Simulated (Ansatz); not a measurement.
Ansatz (a program for electronic structure), DFT, LDA, plane waves, its default PAW files, spin-polarised: Ni6SnTe2, supercell, atoms displaced (from the phase in space group 107, mp-1219797) (Ni6SnTe2), 9 atoms, spin-polarised from a ferromagnetic start (2 μB on Ni), ending non-magnetic. Basis and mesh were picked for this test and aren't claimed converged.

```
Item                                                                       Result
---------------------------------------  ----------------------------------------
cell                                     10.05, 10.05, 10.05 Å; 158.2, 158.2, 31°
distance to the nearest atom                                       2.47 to 2.60 Å
task                                                                 single point
k mesh                                                                      4×4×6
hamiltonian.xc                                                                lda
kind of files                                                                 paw
scf.occupations.method                                                fermi_dirac
scf.occupations.width                                                     0.05 eV
output.forces                                                                true
magnetization.spin_polarized                                                 true
binding of workers (--pin)                                                    off
k-point pools (--kpoint-pools)                                                  1
memory maximum (--max-ram)                                                   8GiB
accuracy                                                         medium (default)
basis.precision                                                    auto (default)
basis.xc_grid                                                         1 (default)
scf.eigensolver.kind                                               auto (default)
scf.convergence.dr2_threshold                                     1e-07 (default)
scf.lower_state_search                                            light (default)
k-points after symmetry (for each spin)                                        52
bands at the start                                                            100
electrons                                                                     154
plane waves at Γ                                                             2741
cutoff (eV)                                                                   420
FFT grid                                                                 27×27×72
symmetry operations                                                             1
```

One run each.

All on 4 threads. Base settings, kept where nothing else is said: scf.mixing.algorithm = auto (default), scf.mixing.preconditioner = auto (default) (scf.mixing.beta not set). The settings tried:
- scf.mixing.algorithm = broyden, scf.mixing.beta = 0.3
- scf.mixing.preconditioner = ldos
- scf.mixing.algorithm = broyden, scf.mixing.preconditioner = none
- scf.mixing.preconditioner = local_kerker
- the base settings
- scf.mixing.algorithm = msr1
- scf.mixing.algorithm = broyden, scf.mixing.beta = 0.1
- scf.mixing.preconditioner = kerker_dos
- scf.mixing.algorithm = anderson
- scf.mixing.preconditioner = resta
- scf.mixing.preconditioner = kerker
- scf.mixing.algorithm = broyden
- scf.mixing.preconditioner = none
- scf.mixing.algorithm = broyden, scf.mixing.preconditioner = kerker

**Question.** Which settings need the fewest SCF iterations (all cycles of the run, searches included), which the most, and do any fail to converge?

**Answer.** Fewest SCF iterations (all cycles of the run, searches included), with those close behind: scf.mixing.preconditioner = ldos (16); scf.mixing.preconditioner = local_kerker (19). Most among those that reach the base run's result: scf.mixing.algorithm = broyden, scf.mixing.beta = 0.1 (46). All converged.

```
setting                                                             SCF iterations (all cycles of the run, searches included)  applications of H to a band        end
------------------------------------------------------------------  ---------------------------------------------------------  ---------------------------  ---------
scf.mixing.preconditioner = ldos                                                                                           16                       296067  converged
scf.mixing.preconditioner = local_kerker                                                                                   19                       342240  converged
the base settings                                                                                                          21                       354557  converged
scf.mixing.algorithm = msr1                                                                                                21                       354557  converged
scf.mixing.preconditioner = kerker                                                                                         21                       354557  converged
scf.mixing.preconditioner = kerker_dos                                                                                     23                       366530  converged
scf.mixing.algorithm = broyden, scf.mixing.preconditioner = none                                                           24                       398050  converged
scf.mixing.algorithm = anderson                                                                                            26                       436629  converged
scf.mixing.preconditioner = none                                                                                           27                       428401  converged
scf.mixing.preconditioner = resta                                                                                          27                       428401  converged
scf.mixing.algorithm = broyden                                                                                             28                       462554  converged
scf.mixing.algorithm = broyden, scf.mixing.preconditioner = kerker                                                         28                       462554  converged
scf.mixing.algorithm = broyden, scf.mixing.beta = 0.3                                                                      28                       462554  converged
scf.mixing.algorithm = broyden, scf.mixing.beta = 0.1                                                                      46                       732933  converged
```

12 planned settings were not run, for want of time.

Keys are those of Ansatz 0.2.
